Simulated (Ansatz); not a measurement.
Ansatz (a first-principles code) run on YbZn (P4mm, 2 atoms in the cell): self-consistent single point.

Level of theory: PBEsol, default PAW files made with PBE (plane waves; Ansatz).

The change in words: lattice scaled by 0.98; basis.ecutwfc: 420 eV → 380 eV. Reference geometry:
```yaml
crystal:
  lattice:
    - [3.59371, 0.00000, 0.00000]
    - [0.00000, 3.59371, 0.00000]
    - [0.00000, 0.00000, 3.59371]
  atoms:
    - { symbol: Yb, position: [0.00000, 0.00000, 0.01391] }
    - { symbol: Zn, position: [0.50000, 0.50000, 0.50000] }
```

Reference input (self-consistent single point, DFT, PBEsol, plane waves, default PAW files made with PBE): basis.ecutwfc = 420 eV; kpoints.mp_grid.grid = 9 9 9; hamiltonian.xc = pbesol; hamiltonian.pseudopotentials = {kind: paw} (the program's default PAW files); scf.occupations.method = fermi_dirac; scf.occupations.width = 0.1 eV. This run's input differs from it in these lines:

Ansatz 0.2 input:
```diff
@@ -3,5 +3,5 @@
   lattice:
-    - [3.593711, 0.000000, 0.000000]
-    - [0.000000, 3.593711, 0.000000]
-    - [0.000000, 0.000000, 3.593711]
+    - [3.521837, 0.000000, 0.000000]
+    - [0.000000, 3.521837, 0.000000]
+    - [0.000000, 0.000000, 3.521837]
   atoms:
@@ -10,3 +10,3 @@
 basis:
-  ecutwfc: 420.0 eV
+  ecutwfc: 380.0 eV
 kpoints:
```

Log, with long lists cut:

```
SCF iter   1: F=—  HF=-16958.082558 eV  |F-HF|=—  |Δ(HF+E_count)|=         —  Δρ=4.43e-3  dr2=7.11e-3  ethr=1.77e-3  ⟨swp⟩=6.0  Hψ=7336  notcnv=0
all-band conjugate gradients solve this SCF's bands
preconditioner: auto → Kerker (q_TF=auto, 2.642 Å⁻¹)
SCF iter   2: F=—  HF=-16958.081034 eV  |F-HF|=—  |Δ(HF+E_count)|=   1.52e-3  Δρ=1.19e-3  dr2=7.27e-4  ethr=1.97e-5  ⟨swp⟩=2.0  Hψ=3067  notcnv=0
SCF iter   3: F=—  HF=-16958.080772 eV  |F-HF|=—  |Δ(HF+E_count)|=   2.62e-4  Δρ=8.77e-4  dr2=4.60e-4  ethr=2.02e-6  ⟨swp⟩=2.0  Hψ=2121  notcnv=0
SCF iter   4: F=—  HF=-16958.080656 eV  |F-HF|=—  |Δ(HF+E_count)|=   1.16e-4  Δρ=2.62e-4  dr2=3.84e-5  ethr=1.28e-6  ⟨swp⟩=2.0  Hψ=2171  notcnv=0
SCF iter   5: F=—  HF=-16958.080673 eV  |F-HF|=—  |Δ(HF+E_count)|=   1.68e-5  Δρ=1.17e-4  dr2=4.68e-6  ethr=1.07e-7  ⟨swp⟩=2.2  Hψ=2614  notcnv=0
SCF iter   6: F=—  HF=-16958.080672 eV  |F-HF|=—  |Δ(HF+E_count)|=   1.03e-6  Δρ=2.19e-5  dr2=1.98e-7  ethr=1.30e-8  ⟨swp⟩=2.5  Hψ=2856  notcnv=0
SCF iter   7: F=-16958.080672 eV  HF=-16958.080672 eV  |F-HF|=2.61e-8  |Δ(HF+E_count)|=   1.28e-7  Δρ=6.28e-6  dr2=1.46e-8  ethr=2.78e-10  ⟨swp⟩=7.5  Hψ=8997  notcnv=0
SCF 1 converged in 7 iterations: F = -16958.080672 eV  dr2 = 1.46e-8
Free energy (F): -16958.080672 eV
Internal energy: -16957.977963 eV  (E = F + TS)
E sigma→0 (E₀):  -16958.029318 eV
Entropy (-TS):   -0.102709 eV (-51.354 meV/atom)
Fermi energy:    12.446917 eV
--- Forces (eV/Å), atoms counted from 1 ---
  atom   1  Yb     0.00000000     0.00000000    -0.15402054
  atom   2  Zn    -0.00000000     0.00000000     0.15402073
--- Stress (GPa, compression-positive) ---
       -0.508265       0.000000      -0.000000
        0.000000      -0.508265       0.000000
       -0.000000       0.000000      -0.540124
  P = ⅓ Tr σ = -0.5189 GPa (-5.189 kbar)
  The stress holds the Pulay correction. Without it, at fixed plane waves, as pw.x and ABINIT print it: P = -0.6027 GPa
```

The run converged in 7 iterations. Against the reference run the free energy falls by 14.5 meV/atom, the pressure goes from -3.04 to -0.52 GPa and the largest force goes from 0.127 to 0.154 eV/Å.

The starting cell comes from a database of computed structures (which also holds hypothetical and non-ambient phases and stackings), without a prior relaxation at this level. Its lattice was rescaled by up to half a per cent. One atom was moved a little off its site on purpose. For this run, on top of that: lattice scaled by 0.98. Spin polarisation is off. Ansatz's pressure includes its estimate of the finite-basis (Pulay) stress. The cutoff lies below the one recommended for these files.
